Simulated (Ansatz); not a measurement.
Reference: ZrPbO3 (Amm2), PBEsol, rigid bands (plane waves, PAW, scalar-relativistic; Ansatz, a quantum-chemistry and plane-wave program); axes and stresses refer to this cell.

```xyz
5
Lattice="4.1152 0.0000 0.0000 0.0000 2.9310 2.9975 0.0000 -2.9310 2.9975" Properties=species:S:1:pos:R:3 pbc="T T T"
Zr     2.0576     0.0000     3.0432
Pb     0.0000     0.0000     5.6968
O      2.0576    -1.5609     1.7720
O      2.0576     1.5609     1.7720
O      0.0000     0.0000     3.3449
```

The electron conductivity mass is 0.36 mₑ and the hole mass along x comes out as 0.37 mₑ. The Seebeck coefficient, n-type 1e19 cm⁻³ is -228 μV/K.

Task: Change: functional r2SCAN on the same cell. What happens to electron conductivity mass, hole mass along x, Seebeck coefficient, n-type 1e19 cm⁻³?

Result: electron conductivity mass moves little, to 0.36 mₑ; hole mass along x grows to 0.38 mₑ; Seebeck coefficient, n-type 1e19 cm⁻³ moves little, to -231 μV/K.

Masses are for dilute carriers at 300 K, harmonic means over directions unless an axis is named. Seebeck coefficients are for the stated density at 300 K, with one relaxation time for all states and whether or not that doping can be reached. Spin-orbit coupling is left out unless a row names it; without it the gap and masses of crystals with these elements can be far off. 

Formula and space group known from diffraction (Crystallography Open Database), not checked to be the room-temperature form: ZrPbO3 (Amm2).
